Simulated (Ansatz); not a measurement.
Cell A: Al (fcc, Fm-3m), 1 atom in the cell, k-point mesh 26×26×26 on the run's own vectors.
```cif
data_Al4
_chemical_formula_sum 'Al4'
_space_group_name_H-M_alt 'Fm-3m'
_space_group_IT_number 225
_space_group_name_Hall '-F 4 2 3'
_cell_length_a 4.04105
_cell_length_b 4.04105
_cell_length_c 4.04105
_cell_angle_alpha 90.000
_cell_angle_beta 90.000
_cell_angle_gamma 90.000
loop_
_atom_site_label
_atom_site_type_symbol
_atom_site_symmetry_multiplicity
_atom_site_Wyckoff_symbol
_atom_site_fract_x
_atom_site_fract_y
_atom_site_fract_z
_atom_site_occupancy
Al1 Al 4 a 0.00000 0.00000 0.00000 1
```
(The calculation used a cell of 1 atom; values per cell refer to that cell.)

Cell B: Mo (bcc, Im-3m), 1 atom in the cell; spin state with PBE: run without spin, k-point mesh 26×26×26 on the run's own vectors.
```xyz
1
Lattice="-1.5806 1.5806 1.5806 1.5806 -1.5806 1.5806 1.5806 1.5806 -1.5806" Properties=species:S:1:pos:R:3 pbc="T T T"
Mo     0.0000     0.0000     0.0000
```

Cell C: Ru (hcp, P6₃/mmc), 2 atoms in the cell; spin state with PBE: run without spin, k-point mesh 30×30×14 on the run's own vectors.
```yaml
crystal:
  lattice:
    - [2.72164, 0.00000, 0.00000]
    - [-1.36082, 2.35701, 0.00000]
    - [0.00000, 0.00000, 4.29372]
  atoms:
    - { symbol: Ru, position: [0.33333, 0.66667, 0.25000] }
    - { symbol: Ru, position: [0.66667, 0.33333, 0.75000] }
```

Cell D: Ir (fcc, Fm-3m), 1 atom in the cell; spin state with PBE: run without spin, k-point mesh 26×26×26 on the run's own vectors.
Space group Fm-3m (No. 225); a = b = c = 3.8712 Å, α = β = γ = 90.00°

| atom | site | symmetry | x | y | z |
|---|---|---|---|---|---|
| Ir | 4a | m-3m | 0.0000 | 0.0000 | 0.0000 |
(The calculation used a cell of 1 atom; values per cell refer to that cell.)

Plane-wave PAW calculations with Ansatz (a program for electronic structure), its PAW set soft_1, cutoff 500 eV. The structures are at rest with PBE; other levels are single points on them. Neutral cells; Fermi-Dirac smearing of at most 0.10 eV in the solids, energies taken to zero width. The lattices are those relaxed with PBE, so at other levels the solids can be strained. Spin-orbit coupling is left out. A dispersion term ran beside these levels; it doesn't touch the electrons. Both spins, broadened by a Gaussian of 0.2 eV on the run's mesh.

Q: Rank these by density of states at the Fermi level (states/eV per atom) (lowest first), as r2SCAN gives it.

A: A (0.35), B (0.57), C (0.81), D (0.87)
